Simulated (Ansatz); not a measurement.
Take PtS (space group P4_2/mmc, No. 131; a = 3.475 Å, c = 6.067 Å) as the base. Axes: x, y, z lie along a, b, c of the conventional cell.

One thing is altered: biaxial strain +0.26 %, plane normal [001], relaxed out of plane (Cartesian); in-plane vectors clamped, the third vector and the atoms free.

Levels (all Ansatz, a first-principles code, PAW): PBEsol (420 eV, no spin-orbit coupling); r2SCAN (500 eV, scalar-relativistic without spin-orbit coupling); HSE06 (420 eV, no spin-orbit coupling).

At the geometry relaxed with PBEsol, these levels gave the following band gaps, in shuffled order: (a) 0.89 eV, (b) 0.53 eV, (c) 1.86 eV.

### Question
Match each gap to its level.

### Answer
(a) r2SCAN; (b) PBEsol; (c) HSE06.

Single points use the geometry relaxed with PBEsol. HSE06 was sampled on its mesh, a few special points and the semilocal edge points, so its gap is an upper bound. With Pt present, leaving out spin-orbit coupling can change the band edges. Stability against distortions was not tested.
